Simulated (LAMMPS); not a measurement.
MD of Ni3Al (L1_2) at zero pressure, 4000 atoms, as a liquid; each row is its own run.

Model: classical MD, pair style eam/alloy, file NiAlH_jea.eam.alloy; code LAMMPS.

| T (K) | volume (Å³/atom) |
|---|---|
| 910 | 12.503 |
| 1160 | 12.777 |
| 1320 | 12.939 |
| 1650 | 13.252 |
| 1820 | 13.396 |
| 2060 | 13.588 |
| 2140 | 13.652 |
| 2310 | 13.782 |
| 2640 | 14.028 |

**Question.** Fit a straight line, y = a + b x, to these rows (x is the first column, y the second) and predict the run at x = 1480.

**Answer.** Least squares gives a = 11.762 and b = 0.0008781. At x = 1480 the fit predicts 13.062 Å³/atom. The run itself gave 13.094 ± 0.002 Å³/atom, so the fit is 0.24 % low.

Caution (rows 910; 1160; 1320; 1480): this liquid lies under the melting point of about 1570 K that EAM-type NiAlH_jea.eam.alloy gives, so it is undercooled.
